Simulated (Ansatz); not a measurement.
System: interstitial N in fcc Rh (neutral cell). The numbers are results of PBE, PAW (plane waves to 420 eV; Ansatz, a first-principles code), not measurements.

32-site cell at the relaxed PBE lattice, a 2×2×2 k-point mesh shifted by half a step, smearing 0.10 eV, spin-restricted, no finite-size correction. Static, classical nuclei. Sites that were not tried may lie lower.

Barriers: single points on a 4×4×4 k-point mesh shifted by half a step at the bands' geometries.

Relaxed starting cell (atoms counted from 1):

```
CELL_PARAMETERS angstrom
      7.66000     0.00000     0.00000
      0.00000     7.66000     0.00000
      0.00000     0.00000     7.66000
ATOMIC_POSITIONS crystal
  Rh 0.99581 0.99657 0.99722
  Rh 0.99580 0.99657 0.50465
  Rh 0.99580 0.50399 0.99722
  Rh 0.99580 0.50399 0.50465
  Rh 0.50323 0.99657 0.99723
  Rh 0.50323 0.99657 0.50465
  Rh 0.50323 0.50399 0.99722
  Rh 0.50323 0.50399 0.50465
  Rh 0.98793 0.25028 0.25094
  Rh 0.99727 0.25028 0.75093
  Rh 0.99726 0.75028 0.25094
  Rh 0.99948 0.75028 0.75094
  Rh 0.51110 0.25028 0.25094
  Rh 0.50177 0.25028 0.75093
  Rh 0.50177 0.75028 0.25094
  Rh 0.49956 0.75028 0.75094
  Rh 0.24952 0.98870 0.25094
  Rh 0.24952 0.99802 0.75093
  Rh 0.24952 0.51187 0.25094
  Rh 0.24952 0.50253 0.75093
  Rh 0.74952 0.99802 0.25094
  Rh 0.74952 0.00024 0.75094
  Rh 0.74952 0.50254 0.25094
  Rh 0.74952 0.50032 0.75094
  Rh 0.24952 0.25028 0.98935
  Rh 0.24952 0.25028 0.51251
  Rh 0.24952 0.75028 0.99868
  Rh 0.24952 0.75028 0.50320
  Rh 0.74952 0.25028 0.99868
  Rh 0.74952 0.25028 0.50320
  Rh 0.74952 0.75028 0.00089
  Rh 0.74952 0.75028 0.50098
  N  0.24952 0.25029 0.25093
```

End state 1 differs by these moves (Å; atoms that move under 0.08 Å are left out):

```csv
atom,element,Δx,Δy,Δz
1,Rh,-0.08,-0.09,-0.09
9,Rh,-0.02,0.11,0.11
17,Rh,0.11,-0.02,0.11
25,Rh,0.11,0.11,-0.03
33,N,-0.96,-0.96,-0.96
```

Question: What forward and backward barriers to end state 1 does PBE, PAW give?

Answer: forward 1.32 eV, backward 1.06 eV; at the saddle point atom 33 has neighbours 3 Rh at 1.81 Å. The saddle point's order was not checked, and it lies on a symmetry element of the cell, where a band can be held.
